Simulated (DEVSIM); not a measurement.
System: Co/SiO2/n-Ge capacitor, at 300 K.

Layer 1 from the left is SiO2, thickness (nm) 1.30. Layer 2 from the left is Ge, thickness (nm) 10000, Nd (cm⁻³) 3.3e15.

Metal gate on the left, work function 5 eV. Fixed charge at the semiconductor interface 1.17e12 cm⁻² (in units of +e); no interface traps.

Constants are typed, rounded textbook-type inputs, not results; the design itself was drawn at random and stands for no fabricated device. Values at 300 K.

SiO2: gap (eV) 9, affinity (eV) 0.9, permittivity 3.9. Ge: gap (eV) 0.664, affinity (eV) 4, permittivity 16, Nc (cm⁻³) 1.04e19, Nv (cm⁻³) 6e18.

Simulated with DEVSIM: 1D Poisson equation in equilibrium, Boltzmann statistics, complete ionisation; no quantum confinement or tunnelling. Metal contacts follow the ideal Schottky-Mott rule: no Fermi-level pinning, no interface dipoles.

### Question
What does the simulation give for the flat-band voltage, the threshold voltage (band bending 2φF), the minimum of the low-frequency capacitance?

### Answer
flat-band voltage 0.72 V; threshold voltage (band bending 2φF) 0.45 V; minimum of the low-frequency capacitance 0.0502 μF/cm².
